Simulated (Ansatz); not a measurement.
Results of PBEsol (plane waves, PAW; Ansatz, an electronic-structure program) for Bi4Ge3O12 (I-43d, No. 220).

Numerical settings: plane-wave cutoff 520 eV, 6×6×6 k mesh, Fermi–Dirac smearing 0.01 eV, scalar-relativistic PAW data made under PBE.

Energies at three volumes about the minimum:

```tsv
V (Å³/atom)	E − E_lowest (meV/atom)
14.930	1.11
15.235	0.00
15.540	1.02
```

Problem. Fit a parabola by hand: where is the minimum, what lattice constant follows, and what is the bulk modulus?

Solution. Slopes: (0.00 − 1.11)/(15.235 − 14.930) = -3.639 and (1.02 − 0.00)/(15.540 − 15.235) = 3.344 meV/Å³. Curvature E″ = 2 × (3.344 − (-3.639))/(15.540 − 14.930) = 22.895 meV/Å⁶. From the middle of the first interval, the slope vanishes at V0 = 15.0825 − (-3.639)/22.895 = 15.241 Å³/atom. B = V0 E″ = 15.241 × 22.895 meV/Å³ × 0.1602 GPa per meV/Å³ = 55.9 GPa. With 76 atoms in the cube, a = (76 × 15.241)^(1/3) = 10.502 Å. The full Birch–Murnaghan fit to all volumes gives V0 = 15.235 Å³/atom and B0 = 55.9 GPa.
